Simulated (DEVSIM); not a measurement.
Device: abrupt GaP n-p junction, at 300 K.

Layer 1 from the left is GaP, thickness (μm) 42.0, Nd (cm⁻³) 3.4e15, τn (s) 6.2e-7, τp (s) 6.2e-7. Layer 2 from the left is GaP, thickness (μm) 51.0, Na (cm⁻³) 6.6e17, τn (s) 1.9e-8, τp (s) 6.2e-7.

Left contact: ohmic. Right contact: ohmic. Voltage is applied to the left contact. Recombination: SRH at mid-gap, Auger. Mobility is constant in doping.

The device is made up for the run: typed textbook-type constants, with dimensions and the other settings drawn at random. Values at 300 K.

GaP: gap (eV) 2.26, affinity (eV) 3.8, permittivity 11.1, Nc (cm⁻³) 1.8e19, Nv (cm⁻³) 1.9e19, μn (cm²/Vs) 250, μp (cm²/Vs) 150, Cn (cm⁶/s) 1e-30, Cp (cm⁶/s) 1e-30.

Model (solved in DEVSIM): 1D drift-diffusion, Boltzmann statistics, complete ionisation; no tunnelling, impact ionisation, image-force lowering or self-heating.

### Question
What does the simulation give for the dark forward voltage at 1 A/cm², the largest field in the device at zero bias, the potential step across the device at zero bias, the dark forward voltage at 100 A/cm²?

### Answer
dark forward voltage at 1 A/cm² 1.833 V; largest field in the device at zero bias 59000 V/cm; potential step across the device at zero bias 1.951 V; dark forward voltage at 100 A/cm² 2.222 V.
